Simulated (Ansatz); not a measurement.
An Ansatz (a program for electronic structure) run: ZnO with a change (tensor shear ε_xz = +1.96 %); r2SCAN, PAW, 500 eV (Ansatz; without spin-orbit coupling).

Input:

Ansatz 0.2 input:
```yaml
crystal:
  lattice:
    - [3.2351837793, 0, 0.0634096021]
    - [-1.6175918897, 2.8017513388, -0.031704801]
    - [0.1021436526, 0, 5.2114108475]
  atoms:
    - { symbol: Zn, position: [0.6666666667, 0.3333333333, 0.0024126979] }
    - { symbol: Zn, position: [0.3333333333, 0.6666666667, 0.5024126979] }
    - { symbol: O, position: [0.6666666667, 0.3333333333, 0.6227873021] }
    - { symbol: O, position: [0.3333333333, 0.6666666667, 0.1227873021] }
basis: { ecutwfc: 500, ecutrho_ratio: 4, xc_grid: 4, fft_grid_basis: typed }
kpoints: { mp_grid: { grid: [12, 12, 7] } }
hamiltonian:
  xc: r2scan
  dispersion: none
  pseudopotentials: { kind: paw }
scf: { occupations: { method: fermi_dirac, width: 0.05 }, convergence: { dr2_threshold: 0.0000000004 } }
relax: { f_tol: 0.005, max_steps: 50 }
output: { forces: true, stress: true }
checkpoint: { write: state.ck, write_every: 1000 }
```

Output (explanatory and most iteration lines left out):

```
Relaxation: its limit of steps is 50 (relax.max_steps)
Pseudopotential: Zn, paw, valence charge 12
Pseudopotential: O, paw, valence charge 6
Crystal: 4 atoms, lattice volume = 47.219 Å³
Basis set: ecut = 500 eV, 1177 PW (Γ), exchange–correlation on 96×96×160 points (64 copies of the dense FFT grid, shifted against one another)
Bands: 22, of which v1, the nominal top of the filled ones, is band 18 counted from 1 (17 counted from 0)
Symmetry: 2 space group operations
Space group: Cc (ITA 9), of the structure as read, at distance tolerance 3.6e-5 Å
k-points: 277 of 1008 (time reversal used)
Functional: x = r2scan, c = r2scan; τ floored in thin density (d = 2e-4 eV/Å³)
SCF iter   1: F=—  HF=-7789.819201 eV  |F-HF|=—  |Δ(HF+E_count)|=         —  Δρ=2.03e-2  dr2=9.46e-2  dr2_τ=1.00e-1  ethr=1.77e-3  ⟨swp⟩=5.7  Hψ=26942  notcnv=0
SCF iter   2: F=—  HF=-7789.843788 eV  |F-HF|=—  |Δ(HF+E_count)|=   2.46e-2  Δρ=4.95e-3  dr2=9.41e-3  dr2_τ=6.77e-4  ethr=2.63e-4  ⟨swp⟩=2.4  Hψ=13962  notcnv=0
SCF 1 converged in 10 iterations: F = -7789.840097 eV  dr2 = 3.18e-10
relax step   1: F+E_penalty+E_count = -7789.84009663 eV  Δ(F+E_penalty+E_count) = +0.000e0 eV  max|allowed force component| = 1.785e-1 eV/Å  Δτ_max = 0.0000 Å  (10 SCF iters, accepted)
Crystal: 4 atoms, lattice volume = 47.219 Å³
SCF iter   1: F=—  HF=-7789.841578 eV  |F-HF|=—  |Δ(HF+E_count)|=         —  Δρ=6.85e-4  dr2=9.93e-5  dr2_τ=6.07e-4  ethr=2.71e-7  ⟨swp⟩=2.1  Hψ=20593  notcnv=0
SCF iter   2: F=—  HF=-7789.841640 eV  |F-HF|=—  |Δ(HF+E_count)|=   6.11e-5  Δρ=2.98e-4  dr2=1.86e-5  dr2_τ=1.05e-6  ethr=2.71e-7  ⟨swp⟩=2.0  Hψ=10926  notcnv=0
SCF 2 converged in 7 iterations: F = -7789.841639 eV  dr2 = 3.33e-10
relax step   2: F+E_penalty+E_count = -7789.84163864 eV  Δ(F+E_penalty+E_count) = -1.542e-3 eV  max|allowed force component| = 1.424e-1 eV/Å  Δτ_max = 0.0024 Å  (7 SCF iters, accepted)
Crystal: 4 atoms, lattice volume = 47.219 Å³
SCF iter   1: F=—  HF=-7789.843418 eV  |F-HF|=—  |Δ(HF+E_count)|=         —  Δρ=2.71e-3  dr2=1.55e-3  dr2_τ=9.35e-3  ethr=4.29e-5  ⟨swp⟩=3.2  Hψ=17753  notcnv=0
SCF iter   2: F=—  HF=-7789.844361 eV  |F-HF|=—  |Δ(HF+E_count)|=   9.43e-4  Δρ=1.18e-3  dr2=2.90e-4  dr2_τ=1.60e-5  ethr=4.32e-6  ⟨swp⟩=2.1  Hψ=13854  notcnv=0
SCF 3 converged in 9 iterations: F = -7789.844349 eV  dr2 = 3.01e-11
relax step   3: F+E_penalty+E_count = -7789.84434851 eV  Δ(F+E_penalty+E_count) = -2.710e-3 eV  max|allowed force component| = 1.157e-3 eV/Å  Δτ_max = 0.0095 Å  (9 SCF iters, accepted)
Crystal: 4 atoms, lattice volume = 47.219 Å³
SCF iter   1: F=—  HF=-7789.844349 eV  |F-HF|=—  |Δ(HF+E_count)|=         —  Δρ=2.77e-7  dr2=3.01e-11  dr2_τ=1.45e-12  ethr=1.00e-12  ⟨swp⟩=2.0  Hψ=30369  notcnv=0
SCF iter   2: F=-7789.844349 eV  HF=-7789.844349 eV  |F-HF|=5.46e-12  |Δ(HF+E_count)|=  1.27e-11  Δρ=1.84e-7  dr2=1.35e-11  dr2_τ=5.18e-13  ethr=1.00e-12  ⟨swp⟩=2.7  Hψ=13522  notcnv=0
SCF 4 converged in 2 iterations: F = -7789.844349 eV  dr2 = 1.35e-11
SCF converged after 2 iterations
Free energy (F): -7789.844349 eV
Internal energy: -7789.844348 eV  (E = F + TS)
E sigma→0 (E₀):  -7789.844348 eV
Entropy (-TS):   -0.000000 eV (-0.000 meV/atom)
Fermi energy:    7.649527 eV
--- Forces (eV/Å), atoms counted from 1 ---
  atom   1  Zn     0.00115119     0.00000381     0.00024119
  atom   2  Zn     0.00115119    -0.00000381     0.00024119
  atom   3  O     -0.00115978    -0.00006814    -0.00018306
  atom   4  O     -0.00115978     0.00006814    -0.00018306
--- Stress (GPa, compression-positive) ---
       -0.131033       0.000000      -1.497262
        0.000000      -0.021580      -0.000000
       -1.497262      -0.000000       0.012630
  P = ⅓ Tr σ = -0.0467 GPa (-0.467 kbar)
--- Relaxed structure (3 steps of the walk, 3 accepted, 0 SCFs on fresh bases) ---
  atoms:
    - { symbol: Zn, position: [0.6704985558983424, 0.33366974447182973, 0.002323889285656618] }
    - { symbol: Zn, position: [0.33682881142651255, 0.66633025552817, 0.5023238892856565] }
    - { symbol: O, position: [0.6627837145224518, 0.3328947963697586, 0.6228761107143435] }
    - { symbol: O, position: [0.329888918152693, 0.6671052036302412, 0.12287611071434339] }
```

The cells carry an imposed strain or load. Whether these cells are dynamically stable was not tested. The cell was made from ZnO in the wurtzite structure (space group P6_3mc, No. 186) by this change: tensor shear ε_xz = +1.96 %.
